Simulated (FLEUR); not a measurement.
Band structure of Mo3Os (Pm-3n, 8 atoms in the cell).

```xyz
8
Lattice="4.9763 0.0000 0.0000 0.0000 4.9763 0.0000 0.0000 0.0000 4.9763" Properties=species:S:1:pos:R:3 pbc="T T T"
Mo     1.2441     0.0000     2.4881
Mo     3.7322     0.0000     2.4881
Mo     2.4881     3.7322     0.0000
Mo     2.4881     1.2441     0.0000
Mo     0.0000     2.4881     3.7322
Mo     0.0000     2.4881     1.2441
Os     0.0000     0.0000     0.0000
Os     2.4881     2.4881     2.4881
```

Method: LDA (Vosko-Wilk-Nusair), all-electron FLAPW (FLEUR), scalar-relativistic valence in FLEUR.

Settings: Kmax = 3.8 1/bohr; GmaxXC = 13.3 1/bohr; xcFunctional = vwn; jspins = 1; l_soc = F; mode = hist; fermiSmearingEnergy = 0.00734986 Htr; mesh (inpgen div1-3) = 5 5 5; inpgen gamma flag = false; Gmax = 13.3 1/bohr; numbands = 0; maxIterBroyd = 15; imix = Anderson; alpha = 0.05.

The starting cell comes from a database of computed structures (which also holds hypothetical and non-ambient phases and stackings), without a prior relaxation at this level. Spin-orbit coupling is off. Spin polarisation is off. Values depend on the basis (sphere radii, cutoffs, local orbitals), which need not be converged.

Levels in eV from the Fermi level, bands 52 to 59:
```csv
point,52,53,54,55,56,57,58,59
Γ,-2.06,-1.37,-1.37,-1.37,0.51,0.51,0.51,0.56
X,-1.30,-0.98,-0.98,-0.19,-0.19,-0.13,-0.13,0.21
M,-1.18,-1.18,-0.36,-0.36,-0.02,0.26,0.79,0.81
R,-1.28,-1.28,-1.28,0.58,0.58,0.58,0.58,0.58
```
